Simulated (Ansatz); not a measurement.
LaNbO4 (I4₁/a, No. 88, 12 atoms in the cell; start COD 1536266; the formula has other measured phases) was calculated with LDA in Ansatz (plane waves, PAW).

Numerical settings: plane-wave cutoff 520 eV, 10×10×10 k mesh, Fermi–Dirac smearing 0.01 eV, no spin polarisation, scalar-relativistic PAW data made under PBE.

Cell (measured lattice):

```cif
data_La4Nb4O16
_chemical_formula_sum 'La4 Nb4 O16'
_space_group_name_H-M_alt 'I41/a :1'
_space_group_IT_number 88
_space_group_name_Hall 'I 4bw -1bw'
_cell_length_a 5.40010
_cell_length_b 5.40010
_cell_length_c 11.66610
_cell_angle_alpha 90.000
_cell_angle_beta 90.000
_cell_angle_gamma 90.000
loop_
_space_group_symop_operation_xyz
  'x, y, z'
  '-y, x+1/2, z+1/4'
  '-x+1/2, -y+1/2, z+1/2'
  'y+1/2, -x, z+3/4'
  '-x, -y+1/2, -z+1/4'
  'y, -x, -z'
  'x+1/2, y, -z+3/4'
  '-y+1/2, x+1/2, -z+1/2'
  'x+1/2, y+1/2, z+1/2'
  '-y+1/2, x, z+3/4'
  '-x, -y, z'
  'y, -x+1/2, z+1/4'
  '-x+1/2, -y, -z+3/4'
  'y+1/2, -x+1/2, -z+1/2'
  'x, y+1/2, -z+1/4'
  '-y, x, -z'
loop_
_atom_site_label
_atom_site_type_symbol
_atom_site_symmetry_multiplicity
_atom_site_Wyckoff_symbol
_atom_site_fract_x
_atom_site_fract_y
_atom_site_fract_z
_atom_site_occupancy
La1 La 4 b 0.00000 0.00000 0.50000 1
Nb1 Nb 4 a 0.00000 0.00000 0.00000 1
O1 O 16 f 0.24410 0.15990 0.08500 1
```
(The calculation used a cell of 12 atoms; values per cell refer to that cell.)

Problem. Estimate the band gap, smallest direct gap on the k points sampled and Γ–Γ gap that the calculation returns.

Solution. 
- band gap: 4.18 eV
- smallest direct gap on the k points sampled: 4.26 eV
- Γ–Γ gap: 4.50 eV

Note: the file's cell can be that of a phase stable at another temperature; cell and atoms aren't relaxed at this level (pressure -6.0 GPa).

Spin–orbit coupling is not included.

Computed values are for the static lattice.

Computing time: about 4 core-minutes (a rough figure).

Ansatz is a program for electronic structure.
